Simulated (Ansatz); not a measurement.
# What holes 1.5×10^21 cm⁻³ does to GaN

The parent structure is GaN in the wurtzite structure (space group P6_3mc, No. 186; a = 3.1827 Å, c = 5.1857 Å).

Perturbation: hole doping at 1.5×10^21 cm⁻³ (0.0682 per cell), with a uniform compensating background at fixed cell and a 300 K Fermi–Dirac width.

Computed with Ansatz (a quantum-chemistry and plane-wave program), PBEsol, PAW, cutoff 420 eV, without spin-orbit coupling, earlier PAW set. Γ-centred 21×21×12 mesh, Fermi–Dirac width 0.0259 eV.

- Gap between the host's bands = 1.91 eV (base 1.88 eV)
- Gap character = direct at Γ (base direct at Γ)
- Fermi level relative to the doped band's edge (positive inside the band; to 0.05 eV) = +0.20 eV

Cost of the whole job for the changed cell (relaxation, final SCF and bands): around 70 core-seconds (rough).

Carriers are added with a uniform compensating background; total energy and stress of such cells depend on the potential's zero and are not compared; many-body gap narrowing is missing at this level. Whether these cells are dynamically stable was not tested.
